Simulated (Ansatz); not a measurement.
# Quick settings and what they miss: HfB (Fm-3m, 2 atoms in the cell)

Self-consistent single point.

```xyz
2
Lattice="0.0000 2.4189 2.4189 2.4189 0.0000 2.4189 2.4189 2.4189 0.0000" Properties=species:S:1:pos:R:3 pbc="T T T"
Hf     2.4189     2.4189     2.4189
B      0.0000     0.0000     0.0000
```

Method of the run: LDA (PW92), PAW files made with PBE (plane waves; Ansatz, a program for electronic structure).

Base settings: basis.ecutwfc = 420 eV; kpoints.mp_grid.grid = 12 12 12; hamiltonian.xc = lda; hamiltonian.pseudopotentials = {kind: paw} (the program's default PAW files); scf.occupations.method = gaussian; scf.occupations.width = 0.1 eV.

Tight run (finer mesh or higher cutoff; not a proven limit): basis.ecutwfc: 420 eV → 590 eV; kpoints.mp_grid.grid: 12 12 12 → 17 17 17; scf.convergence.dr2_threshold: default (1e-07 eV) → 1e-09 eV. It gave Fermi level (on the code's own zero) 15.24 eV; pressure -9.50 GPa.

Quick runs, as changes from the base:
- A: the base itself
- B: basis.ecutwfc: 420 eV → 250 eV; kpoints.mp_grid.grid: 12 12 12 → 6 6 6; hamiltonian.xc: lda → pbesol; scf.occupations.width: 0.1 eV → 0.136 eV [PBEsol]
- C: basis.ecutwfc: 420 eV → 335 eV; kpoints.mp_grid.grid: 12 12 12 → 2 2 2
- D: basis.ecutwfc: 420 eV → 210 eV; kpoints.mp_grid.grid: 12 12 12 → 8 8 8
- E: basis.ecutwfc: 420 eV → 295 eV; kpoints.mp_grid.grid: 12 12 12 → 4 4 4; scf.convergence.dr2_threshold: default (1e-07 eV) → 0.0001 eV

Energies are extrapolated to zero smearing width, which holds to low order in the width alone.

Dashes: energy of B, another energy zero.

† marks runs with another functional, U, potentials or spin treatment: their distance from the tight run is not a convergence error alone.

The count of work is k-points × plane waves × bands × iterations; it is no time. 

Pressures in the table are Ansatz's without its Pulay estimate, at a fixed set of plane waves; the tight run's value above holds the estimate.

The starting cell comes from a database of computed structures (which also holds hypothetical and non-ambient phases and stackings), without a prior relaxation at this level. In the base run, with a pressure of about -10 GPa the cell is away from its equilibrium volume at this level.

| run | energy less tight (meV/atom) | pressure less tight (GPa) | count of work / tight |
|---|---|---|---|
| A | -2.3 | -0.11 | 0.20 |
| B† | – | -27.36 | 0.019 |
| C | 163.3 | -2.71 | 0.0071 |
| D | 1821.4 | -90.97 | 0.027 |
| E | 121.3 | -5.79 | 0.010 |

Among the runs at the tight run's level, the energy misses run from 2.3 to 1821.4 meV/atom.

Left out of this page: 1 run of the series unsound by tests on forces, stress, charge or solver warnings.

Keys are those of Ansatz 0.2.
